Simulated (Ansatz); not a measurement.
## MgTe: isotropic strain −3.00 %

Take MgTe in the zinc blende structure (space group F-43m, No. 216; a = 6.368 Å) as the base.

It is then changed as follows: every lattice vector is shortened by 3.00 %, atoms relaxed at fixed cell.

Level of theory: LDA in Ansatz (plane waves to 420 eV, PAW, without spin-orbit coupling). Γ-centred 9×9×9 mesh, Fermi–Dirac width 0.05 eV.

- Volume per atom: 29.46 Å³ (base 32.28 Å³)
- Shortest interatomic distance: 267.5 pm (base 275.7 pm)
- Energy relative to the base (free energy F): +35 meV/atom
- Pressure: 4.29 GPa (base 0.01 GPa)
- Band gap: 2.51 eV (base 2.38 eV)
- Gap character: indirect, Γ → X (base direct at Γ)
- Smallest direct gap: 2.82 eV (base 2.38 eV)
- Width of the top valence band: 1.78 eV (base 1.56 eV)
- Electron mass: 0.60 mₑ along k, 0.29 mₑ across (at X) (base 0.16 mₑ (at Γ))
- Hole mass (degenerate bands, along [100]): 0.20, 0.78, 0.78 mₑ (at Γ) (base 0.19, 0.85, 0.85 mₑ (at Γ))
- Valley order (the lowest conduction-band minima on the path, energy above the VBM, named in the base's zone): X along ⟨100⟩ 2.51 eV; Γ 2.82 eV; L along ⟨111⟩ 3.40 eV (base Γ 2.38 eV; X along ⟨100⟩ 2.66 eV; L along ⟨111⟩ 3.17 eV)

With Te present, leaving out spin-orbit coupling can change the band edges. Masses are band curvatures over ±0.01 Å⁻¹ around the edge. Along k means along the line from Γ to the band edge. No phonon test of stability was made.

Ansatz is a program for electronic structure.
